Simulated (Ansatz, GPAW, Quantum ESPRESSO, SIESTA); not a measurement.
# Te₂Mo (P6_3/mmc, 6 atoms in the cell) computed with different codes at matched settings

Self-consistent single point.

```
Te2Mo
1.0
    3.50111     0.00000     0.00000
   -1.75056     3.03205     0.00000
    0.00000     0.00000    14.38265
Te Mo
4 2
Direct
  0.33333   0.66667   0.62782
  0.66667   0.33333   0.37218
  0.66667   0.33333   0.12782
  0.33333   0.66667   0.87218
  0.33333   0.66667   0.25000
  0.66667   0.33333   0.75000
```

Shared settings, as Ansatz (an electronic-structure program) writes them: kpoints.mp_grid.grid = 7 7 2; scf.occupations.method = fixed. Potentials and cutoffs stand in the table.

```
code                                                                                                                                model  pressure (GPa)  largest force (eV/Å)       cutoff
----------------  -----------------------------------------------------------------------------------------------------------------------  --------------  --------------------  -----------
Ansatz                                                                                                             PBE, default PAW files            6.38                 1.019       420 eV
Quantum ESPRESSO                                                                                PBE, PSlibrary PAW (PBE) pseudopotentials            6.54                 1.080        55 Ry
GPAW                                                                                         PBE, GPAW PAW datasets PBE (gpaw-data 1.0.1)            5.70                 0.930       550 eV
SIESTA            GGA PBE, numerical atomic orbitals DZP, PseudoDojo PBE standard norm-conserving potentials (rewritten from UPF to PSML)            7.79                 1.547  grid 300 Ry
```

On Ansatz's run: spin-orbit coupling is off. Spin polarisation is off.

The spread over the programs that give each value: pressure within 2.09 GPa; largest force within 0.617 eV/Å.

SIESTA uses small atom-centred bases, whose incompleteness enters pressures, forces and empty levels differently from a plane-wave cutoff. Ansatz's pressure is given at a fixed set of plane waves, as the other plane-wave codes print theirs; with its correction for the finite basis it is 6.41 GPa. In the pressure, SIESTA (by 1.41) lies more than 1 GPa from the median of the plane-wave programs. In the force vectors, GPAW (by 0.088) and SIESTA (by 0.528) lie more than 0.08 eV/Å from the median of the plane-wave programs.

This mesh misses zone-boundary points where a band edge of such crystals can lie, so no gaps are given.

On the base mesh (6 6 2) the same programs gave: Ansatz pressure 6.37 GPa; Quantum ESPRESSO pressure 6.54 GPa; GPAW pressure 5.70 GPa; SIESTA pressure 7.79 GPa.

The starting cell comes from a database of computed structures (which also holds hypothetical and non-ambient phases and stackings), without a prior relaxation at this level. Its lattice was rescaled by a random factor within 2.5 % of one.

Left out of this page: CP2K (on another mesh).

Keys are those of Ansatz 0.2.
